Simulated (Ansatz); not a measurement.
# AlN in the wurtzite structure (space group P6_3mc, No. 186)

```xyz
4
Lattice="3.1138 0.0000 0.0000 -1.5569 2.6966 0.0000 0.0000 0.0000 4.9833" Properties=species:S:1:pos:R:3 pbc="T T T"
Al     0.0000     1.7978     4.9833
Al     1.5569     0.8989     2.4917
N      0.0000     1.7978     1.9037
N      1.5569     0.8989     4.3953
```

Computed with PBEsol (Ansatz, a first-principles code; PAW; 420 eV plane waves; no SOC). Γ-centred 12×12×7 mesh, Fermi–Dirac width 0.05 eV.

| Property | Result |
|---|---|
| Volume per atom | 10.46 Å³ |
| Density | 3.25 g/cm³ |
| Band gap | 4.09 eV, direct at Γ |
| Total energy | -452.979 eV/atom (σ→0; compares only within this code and set-up) |

Semilocal Kohn–Sham gaps tend to fall short of experiment. No phonon test of stability was made.
